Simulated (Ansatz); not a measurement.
Element substitutions in Pt

The parent structure is Pt in the fcc (Cu type) structure (space group Fm-3m, No. 225; a = 3.940 Å).

Each row replaces one element on all its sites; cell and atoms are relaxed.

Level of theory: Ansatz (a quantum-chemistry and plane-wave program), r2SCAN, PAW, cutoff 500 eV, without spin-orbit coupling, earlier PAW set.

| case | density | shortest interatomic distance |
|---|---|---|
| base | 21.19 g/cm³ | 2.786 Å |
| Pt → Ir | 22.46 g/cm³ | 2.719 Å |
| Pt → Ni | 9.25 g/cm³ | 2.461 Å |
| Pt → Os | ___ | ___ |

What belongs in the blanks?


- Pt → Os, density: 22.44 g/cm³
- Pt → Os, shortest interatomic distance: 2.710 Å

Other magnetic orders, which the real material may have, were not ruled out. No phonon test of stability was made. Spin-polarised in the final run: Ni; the other runs are not. This is not the structure that Os has at room temperature and ambient pressure.
